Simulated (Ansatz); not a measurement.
The starting structures come from a database of crystals and need not be the phases stable at ambient conditions.

 Where the default PAW files enter, the runs use the earlier of Ansatz's two default sets.

**Evanescent states of CsH (Pm-3m, CsCl type, not sure to be the ambient phase, 2 atoms a cell, 27.1 Å³ an atom) along the normal of (111)**

The numbers are results of r2SCAN (plane waves, PAW; Ansatz, a first-principles code), not measurements.

No gap correction and no spin-orbit coupling; mid-gap values are interpolated between computed energies.

Energies count from the valence-band top; κ is the least over a 12×12 mesh across the current.

| E (eV) | κ (1/Å) | where |
|---|---|---|
| 0.08 | 0.099 | Γ |
| 0.24 | 0.159 | Γ |
| 0.40 | 0.192 | Γ |
| 0.56 | 0.212 | Γ |
| 0.72 | 0.226 | Γ |
| 0.88 | 0.235 | Γ |
| 1.04 | 0.240 | Γ |
| 1.20 | 0.242 | Γ |
| 1.36 | 0.242 | Γ |
| 1.52 | 0.239 | Γ |
| 1.68 | 0.235 | Γ |
| 1.84 | 0.228 | Γ |
| 2.00 | 0.219 | Γ |
| 2.16 | 0.208 | Γ |
| 2.32 | 0.195 | Γ |
| 2.48 | 0.179 | Γ |
| 2.64 | 0.160 | Γ |
| 2.80 | 0.136 | Γ |
| 2.96 | 0.105 | Γ |
| 3.12 | 0.054 | Γ |

Question: How thick must the barrier be to attenuate the transmission by 10^6 when the electrodes' Fermi level lies at 1.36 eV, and what attenuation does that film give at 1.52 eV?

Answer: d = 6 ln 10 / (2 × 0.242) = 28.5 Å. At 1.52 eV it gives 6 × 0.239/0.242 = 5.9 decades.
